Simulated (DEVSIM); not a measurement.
Device: TaN/Al2O3/SiO2/p-Si capacitor, at 300 K.

| layer (left to right) | material | thickness (nm) | Na (cm⁻³) |
|---|---|---|---|
| 1 | Al2O3 | 3.70 | - |
| 2 | SiO2 | 0.760 | - |
| 3 | Si | 7700 | 5.5e15 |

Metal gate on the left, work function 4.4 eV. Fixed charge at the semiconductor interface 1.8e12 cm⁻² (in units of +e); no interface traps.

The device is made up for the run: typed textbook-type constants, with dimensions and the other settings drawn at random. Values at 300 K.

| parameter | Al2O3 | SiO2 | Si |
|---|---|---|---|
| gap (eV) | 6.8 | 9 | 1.124 |
| affinity (eV) | 1.35 | 0.9 | 4.05 |
| permittivity | 9 | 3.9 | 11.7 |
| Nc (cm⁻³) | - | - | 2.86e19 |
| Nv (cm⁻³) | - | - | 3.1e19 |

Model (solved in DEVSIM): 1D Poisson equation in equilibrium, Boltzmann statistics, complete ionisation; no quantum confinement or tunnelling. Metal contacts follow the ideal Schottky-Mott rule: no Fermi-level pinning, no interface dipoles.

The substrate doping was swept, all else fixed.

```csv
substrate doping (cm^-3),flat-band voltage (V),minimum of the low-frequency capacitance (μF/cm²),threshold voltage (band bending 2φF) (V)
2.8e14,-0.67,0.00796,-0.14
5.5e14,-0.69,0.0104,-0.12
1.1e15,-0.71,0.0141,-0.10
2.8e15,-0.73,0.0216,-0.07
5.5e15,-0.75,0.0296,-0.04
1.1e16,-0.77,(withheld),(withheld)
```

Problem. Complete the blanks.

Solution. 
- 1.1e16, minimum of the low-frequency capacitance (μF/cm²): 0.0393
- 1.1e16, threshold voltage (band bending 2φF) (V): -0.02
